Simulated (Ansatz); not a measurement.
Electronic density of states of amorphous Mo20Si10N20, density 6.82 g/cm³, on a 2×2×2 Γ-centred mesh with a Gaussian width of 0.1 eV; energies count from the Fermi level. Cell and mesh are small, so fine structure isn't converged. Level of theory: PBE, scalar-relativistic without spin-orbit coupling (plane waves to 420 eV, PAW; Ansatz, a quantum-chemistry and plane-wave program). Sampling: a 2×2×2 Γ-centred mesh; Fermi-Dirac width 0.1 eV; no spin polarisation. The usual formal charges leave 100 electrons over, so the level spacing at the Fermi energy parts defect or band states and needn't be the band gap.

A CHGNet melt-quench gave the starting glass, which DFT then relaxed. N atoms were pushed apart under 1.9 Å during the dynamics, to hinder bonds among them. The hot cell started wider than the set density and was brought back towards it in steps. It is the lowest in DFT energy of 2 quenches. It is a model cell: composition and starting density were chosen by hand, and all elements were melted together. No dispersion term was used. Its density started from a set value of 7.73 and ended at 6.82 g/cm³. Cooling (nominally 380 K/ps over its main leg) ran many orders faster than in experiment, which tends to leave more defects and strain. A cell of this size samples the disorder only roughly. The volume was free in the relaxation, at fixed shape. Stress components on the final sampling reach 2.4 GPa. On a 2×2×2 Γ-centred mesh force components of up to 0.26 eV/Å stay, since the relaxation ran on one k-point at (1/4, 1/4, 1/4).

```csv
E - EF (eV),states/(eV atom)
-12.00,0.00
-11.90,0.00
-11.80,0.00
-11.70,0.00
-11.60,0.00
-11.50,0.00
-11.40,0.00
-11.30,0.00
-11.20,0.00
-11.10,0.00
-11.00,0.00
-10.90,0.00
-10.80,0.03
-10.70,0.17
-10.60,0.17
-10.50,0.03
-10.40,0.00
-10.30,0.00
-10.20,0.00
-10.10,0.00
-10.00,0.00
-9.90,0.05
-9.80,0.19
-9.70,0.14
-9.60,0.04
-9.50,0.13
-9.40,0.19
-9.30,0.06
-9.20,0.03
-9.10,0.20
-9.00,0.34
-8.90,0.24
-8.80,0.20
-8.70,0.24
-8.60,0.24
-8.50,0.14
-8.40,0.14
-8.30,0.18
-8.20,0.11
-8.10,0.12
-8.00,0.14
-7.90,0.10
-7.80,0.14
-7.70,0.19
-7.60,0.22
-7.50,0.32
-7.40,0.36
-7.30,0.42
-7.20,0.41
-7.10,0.45
-7.00,0.53
-6.90,0.54
-6.80,0.47
-6.70,0.54
-6.60,0.53
-6.50,0.53
-6.40,0.56
-6.30,0.54
-6.20,0.57
-6.10,0.64
-6.00,0.64
-5.90,0.60
-5.80,0.61
-5.70,0.52
-5.60,0.52
-5.50,0.58
-5.40,0.57
-5.30,0.64
-5.20,0.65
-5.10,0.57
-5.00,0.59
-4.90,0.55
-4.80,0.49
-4.70,0.58
-4.60,0.59
-4.50,0.54
-4.40,0.53
-4.30,0.59
-4.20,0.60
-4.10,0.60
-4.00,0.61
-3.90,0.54
-3.80,0.48
-3.70,0.51
-3.60,0.52
-3.50,0.48
-3.40,0.48
-3.30,0.44
-3.20,0.44
-3.10,0.43
-3.00,0.40
-2.90,0.42
-2.80,0.44
-2.70,0.45
-2.60,0.47
-2.50,0.51
-2.40,0.57
-2.30,0.54
-2.20,0.52
-2.10,0.54
-2.00,0.53
-1.90,0.59
-1.80,0.65
-1.70,0.61
-1.60,0.53
-1.50,0.57
-1.40,0.60
-1.30,0.60
-1.20,0.61
-1.10,0.55
-1.00,0.49
-0.90,0.52
-0.80,0.55
-0.70,0.54
-0.60,0.52
-0.50,0.52
-0.40,0.47
-0.30,0.43
-0.20,0.46
-0.10,0.50
0.00,0.51
0.10,0.43
0.20,0.45
0.30,0.52
0.40,0.46
0.50,0.42
0.60,0.46
0.70,0.54
0.80,0.53
0.90,0.48
1.00,0.48
1.10,0.52
1.20,0.59
1.30,0.64
1.40,0.66
1.50,0.57
1.60,0.62
1.70,0.68
1.80,0.68
1.90,0.71
2.00,0.71
2.10,0.67
```
